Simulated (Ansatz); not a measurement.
Base system: WSi₂ (space group I4/mmm, No. 139; a = 3.202 Å, c = 7.818 Å; relaxed with 0.1 eV smearing). Axes: x, y, z lie along a, b, c of the conventional cell.

Level of theory: PBEsol (Ansatz, an electronic-structure program, PAW, without spin-orbit coupling).

Modification: the cell is scaled by 1.0200 in all directions, atoms relaxed at fixed cell.

**Question.** Predict the stress tensor and what it implies for the stiffness.

**Answer.** Stress of the strained cell less that of the base (GPa, compression positive):
```
  -11.6     0.0     0.0
    0.0   -11.6     0.0
    0.0     0.0   -13.0
```

Then B = −ΔP/(ΔV/V₀) with ΔV/V₀ = 0.0612 gives secant stiffness values (nonlinear terms included at this strain): B (at held cell shape, above the free-shape value) ≈ 197 GPa.

As a check, the harmonic strain energy −½ V₀ Δσ:ε is 30 meV/atom; the computed energy rise is 33 meV/atom.

No phonon test of stability was made. The final runs are not spin-polarised.
